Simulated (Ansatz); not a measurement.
**CdS: response to strain**

Start from CdS in the zinc blende structure (space group F-43m, No. 216; a = 5.8248 Å). Axes: x, y, z lie along the cube axes.

Strains are applied to the cell and any free atomic positions relax; under biaxial strain the out-of-plane vector relaxes too.

Level of theory: Ansatz (a quantum-chemistry and plane-wave program), PBEsol, PAW, cutoff 420 eV, no spin-orbit coupling, earlier PAW set.

Notes on the quantities. energy relative to the base: free energy F; pressure: mean of the normal stresses, compression positive.

```tsv
variant	band gap	energy relative to the base	out-of-plane strain	shortest interatomic distance	pressure
base	1.01 eV	0 meV/atom	–	2.522 Å	0.00 GPa
biaxial strain −1.57 %, plane normal [001], relaxed out of plane	0.98 eV	+1.9 meV/atom	+2.27 %	2.515 Å	0.53 GPa
biaxial strain −0.91 %, plane normal [001], relaxed out of plane	1.00 eV	+0.6 meV/atom	+1.33 %	2.518 Å	0.30 GPa
biaxial strain +3.14 %, plane normal [001], relaxed out of plane	0.84 eV	+6.8 meV/atom	-4.82 %	2.536 Å	-0.93 GPa
biaxial strain +3.00 %, plane normal [110], relaxed out of plane	[?]	[?]	[?]	[?]	[?]
isotropic strain −0.73 %	1.05 eV	+2.3 meV/atom	–	2.504 Å	1.42 GPa
```

Question: Some entries are withheld; estimate them.

Answer: 
- biaxial strain +3.00 %, plane normal [110], relaxed out of plane, band gap: 0.77 eV
- biaxial strain +3.00 %, plane normal [110], relaxed out of plane, energy relative to the base: +13 meV/atom
- biaxial strain +3.00 %, plane normal [110], relaxed out of plane, out-of-plane strain: -2.87 %
- biaxial strain +3.00 %, plane normal [110], relaxed out of plane, shortest interatomic distance: 2.543 Å
- biaxial strain +3.00 %, plane normal [110], relaxed out of plane, pressure: -1.82 GPa

A biaxial case was relaxed in a doubled cell and then solved in the primitive one. Stability against distortions was not tested.
